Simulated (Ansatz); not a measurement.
Consider Nb in the bcc (W type) structure (space group Im-3m, No. 229; a = 3.273 Å; relaxed with 0.1 eV smearing). Axes: x, y, z lie along the cube axes.

Computed with PBEsol, PAW, 420 eV (Ansatz, a first-principles code; scalar-relativistic without spin-orbit coupling).

Before the change:

The pressure is 0.0 GPa and the shortest interatomic distance is 283.4 pm.

Now apply this change: the cell is compressed by 1.00 % along z with no lateral relaxation; the atoms relax in the strained cell.

Q: Predict the new energy relative to the base.

A: The energy grows by 1.5 meV/atom.

Q: What does the calculation give for the pressure after the change?

A: The pressure (mean of the normal stresses, compression positive) goes from zero to 1.9 GPa.

Q: Predict the new shortest interatomic distance.

A: The shortest interatomic distance decreases by 0.9 pm, from 283.4 pm to 282.5 pm.

No phonon test of stability was made. The final runs are not spin-polarised.
